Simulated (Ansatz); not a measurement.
The cell is made up: elements placed on another compound's structure type, so the phase may be hypothetical.

Input:

```
CELL_PARAMETERS angstrom
      3.83113     0.00000     0.00000
      1.91556     7.60777    -0.42884
      0.00000     2.01491     9.19200
ATOMIC_POSITIONS crystal
  Ge 0.62597 0.74806 0.92673
  Ge 0.37403 0.25194 0.07327
  Ge 0.74804 0.50393 0.78410
  Ge 0.25196 0.49607 0.21590
  Ge 0.06923 0.86155 0.58880
  Ge 0.93077 0.13845 0.41120
  As 0.02907 0.94186 0.83631
  As 0.97093 0.05814 0.16369
  As 0.35229 0.29542 0.80716
  As 0.64771 0.70458 0.19284
  As 0.66361 0.67279 0.53760
  As 0.33639 0.32721 0.46240
```

Space group of this cell: C2/m. The cell was relaxed by PBE-D3(BJ); by PBEsol its mean pressure is -0.6 GPa.

Transport runs along the normal of the first two printed cell vectors.

The gap is the functional's own. No spin-orbit coupling. Mid-gap values are interpolated on the energy grid.

**Question.** Compute, with PBEsol in Ansatz (a program for electronic structure), the band gap and the smallest decay constant κ at mid-gap.

**Answer.** Gap 0.21 eV on a 8×8×4 mesh; κ = 0.059 1/Å, at (0.000, 0.500) of the in-plane reciprocal vectors. At the zone centre, at the nearest computed energy, the slowest state has κ = 0.11 1/Å.
